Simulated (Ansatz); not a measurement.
SiGe (model structure, I-4m2, No. 119, 10 atoms in the cell)

Method: r²SCAN (PAW; Ansatz, a program for electronic structure).

Run with plane-wave cutoff 560 eV, 12×12×12 k mesh, Fermi–Dirac smearing 0.01 eV, scalar-relativistic PAW data made under PBE.

Cell (relaxed at this level):

```
GeSi
1.0
   -1.96285     1.96285    13.88961
    1.96285    -1.96285    13.88961
    1.96285     1.96285   -13.88961
Si Ge
5 5
Cartesian
  0.00000   0.00000  25.10106
  1.96285   0.00000  12.54740
  0.00000   0.00000  13.88961
  1.96285   0.00000   1.34220
  0.00000   0.00000   2.67815
  0.00000   1.96285   4.06311
  0.00000   0.00000  19.39656
  1.96285   0.00000   6.94480
  0.00000   0.00000   8.38265
  0.00000   1.96285   9.82650
```

band gap: 0.52 eV (direct)

Note: the relaxation could raise the start's symmetry but not lower it, so the cell can be a saddle point.

Spin–orbit coupling is not included.

It cost very roughly 7 core-minutes of CPU time.

A model structure was made by putting elements into a prototype or built by hand; it is no filed structure, need not be a known phase, and can be a saddle point held by its symmetry.
